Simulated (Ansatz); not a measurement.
**CdS: element substitutions**

The reference is CdS in the zinc blende structure (space group F-43m, No. 216).

Space group F-43m (No. 216); a = 5.927 Å, b = 5.927 Å, c = 5.927 Å, α = 90.00°, β = 90.00°, γ = 90.00°

```tsv
atom	site	symmetry	x	y	z
S	4c	-43m	0.2500	0.2500	0.2500
Cd	4a	-43m	0.0000	0.0000	0.0000
```
(The calculation used a cell of 2 atoms; values per cell refer to that cell.)

Each row replaces one element on all its sites; cell and atoms are relaxed.

All numbers come from PBE (Ansatz, a first-principles code, PAW, scalar-relativistic without spin-orbit coupling), earlier PAW set.

### Question
Only one of these has no band gap. Which?
A) Cd → Zn
B) Cd → Be
C) S → Os

### Answer
C, S → Os. Computed: Cd → Zn: 2.01 eV; Cd → Be: 3.15 eV; S → Os: zero

Spin-orbit coupling, missing from the scalar runs, can matter with Os. Stability against distortions was not tested. As relaxed here, CdOs is a hypothetical phase, not in the database extracts checked. The final runs are not spin-polarised. CdOs has a high density of states at the Fermi level and may be magnetic at this level.
